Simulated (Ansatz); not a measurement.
A computed series for hypothetical cubic perovskite RbGeF3: element substitutions

Take RbGeF$_{3}$ in the cubic perovskite structure (space group Pm-3m, No. 221; a = 4.424 Å; a hypothetical phase, not in the database extracts checked) as the base.

Each row replaces one element on all its sites; cell and atoms are relaxed.

The values are results of Ansatz (a program for electronic structure), r2SCAN, PAW, cutoff 500 eV, without spin-orbit coupling, not measurements.

```csv
variant,hole mass,band gap,density
base,0.24 mₑ (at R),2.06 eV,4.13 g/cm³
Rb → Cs,0.26 mₑ (at R),2.11 eV,4.79 g/cm³
Rb → Na,0.23 mₑ (at R),1.68 eV,3.08 g/cm³
Ge → Si,0.13 mₑ (at R),0.90 eV,3.45 g/cm³
```

Effective masses come from finite differences of ±0.01 Å⁻¹. No phonon test of stability was made. As relaxed here, CsGeF3, NaGeF3 and RbSiF3 are hypothetical phases, not in the database extracts checked. Many cubic perovskites are stable only at high temperature; tilts and polar distortions were not tested.
